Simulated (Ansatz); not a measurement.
Troubleshooting Ansatz (a quantum-chemistry and plane-wave program): a failed run on Ru3W (P6_3/mmc, 8 atoms in the cell). The aim is a self-consistent single point with DFT, LDA (PW92), plane waves, default PAW files made with PBE.

Cell that was meant: a = 5.5869 Å, b = 5.5869 Å, c = 4.4460 Å, α = 90.00°, β = 90.00°, γ = 120.00°.

Part of the input:

```yaml
    - [5.586928, 0.000000, 0.000000]
    - [-2.793464, 4.838422, 0.000000]
    - [0.000000, 0.000000, 4.445992]
 atoms:
    - { symbol: Ru, position: [0.166315, 0.332630, 0.250000] }
    - { symbol: Ru, position: [0.833685, 0.667370, 0.750000] }
    - { symbol: Ru, position: [0.833685, 0.166315, 0.750000] }
```

The program printed (abridged):

```
Error: YAML parse error: error: line 2 column 3: crystal: missing field `atoms` (a structure is typed as `lattice` and `atoms`, a molecule's as `atoms` in Å alone, or read from a run's directory, `checkpoint`)
 --> <input>:2:3
  |
1 | crystal:
2 |   lattice:
  |   ^ crystal: missing field `atoms` (a structure is typed as `lattice` and `atoms`, a molecule's as `atoms` in Å alone, or read from a run's directory, `checkpoint`)
3 |     - [5.586928, 0.000000, 0.000000]
4 |     - [-2.793464, 4.838422, 0.000000]
  |
```

Problem. Read the log: what does the program object to, and what is the fix?

Solution. The fault is broken indentation. In YAML the indentation decides which section a key belongs to. To fix it, restore the indentation. The program stopped before any SCF iteration.

An input that runs soundly differs in these lines (not the only fix; some lines may just follow from the change or write a value another way):
```diff
- atoms:
+  atoms:
```

With that input, the run converged in 6 iterations: free energy E − TS (on the zero of these files) -54809.0356 eV; Fermi level (on the code's own zero) 21.01 eV; pressure -27.75 GPa; largest force (vector length) 0.084 eV/Å (DFT, LDA (PW92), plane waves, default PAW files made with PBE).

On the sound input: the starting cell comes from a database of computed structures (which also holds hypothetical and non-ambient phases and stackings), without a prior relaxation at this level. Its lattice was rescaled by a random factor within 2.5 % of one. Spin polarisation is off. With a pressure of about -28 GPa the cell is away from its equilibrium volume at this level. Ansatz's pressure includes its estimate of the finite-basis (Pulay) stress.
